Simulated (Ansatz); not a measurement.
**How far a parabola holds: energy against volume of cubic perovskite CsPbCl3 (cubic high-temperature phase)**

Cubic perovskite CsPbCl3 (cubic high-temperature phase) was calculated with PBE in Ansatz (PAW). Numerical settings: plane-wave cutoff 520 eV, 6×6×6 k mesh, Fermi–Dirac smearing 0.01 eV, scalar-relativistic PAW data made under PBE. The cell has no free parameter but its volume, all volumes share cutoff and mesh, and the runs aren't spin-polarised. Energies are free energies at the run's smearing, counted from the lowest row; static lattice.

```
V (Å³/atom)  E (meV/atom)
-----------  ------------
35.473                  ?
36.227               4.44
36.982               1.07
37.737               0.00
38.491               0.99
39.246               3.82
```

Taking a parabola for E over the 5 complete rows: With u = V - 37.7, the rows have u = -1.4730, -0.7180, 0.0370, 0.7910, 1.5460. Least squares gives E = 0.008 - 0.3073·u + 1.8130·u². Residuals (row less fit): 0.046, -0.093, 0.001, 0.091, -0.046; standard error 0.103 (degrees of freedom: 2). The fitted curve has its minimum at V = 37.8, where E = -0.01. Its curvature is d²E/dV² = 2 × 1.8130 meV/Å⁶, so B = V0·d²E/dV² × 0.1602 = 22.0 GPa.

**Question.** Predict the withheld E at V = 35.473 from the fit, and compare with the calculation.

**Answer.** u = -2.2270, so E = 0.008 - 0.3073 × (-2.2270) + 1.8130 × (-2.2270)² = 9.684 meV/atom. The calculation gives 10.40 meV/atom, 0.716 meV/atom above the prediction (6.9 % of the range of E in the table). The row lies outside the fitted rows, so this is an extrapolation. From the scatter of the fitted rows alone, a prediction at this place has a standard error of 0.243 meV/atom, so the miss is 2.9 times that.

The residuals are curvature that a parabola lacks, not noise. A solid that stiffens under compression and softens on expansion lies above the parabola at the compressed end and under it at the expanded end, as this row does. A third-order Birch-Murnaghan fit to the whole scan has B0 = 21.8 GPa. Only scans are tabulated whose curvature falls smoothly with volume, and where the parabola meets the shown rows within 5 % of their range and misses the end by 0.1 meV or more.

Note: the relaxation could not lower the start's symmetry, so the cell can be a saddle point above a distorted one.

Spin–orbit coupling is not included; it can shift volumes and moduli of such heavy elements.

Ansatz is a first-principles code.
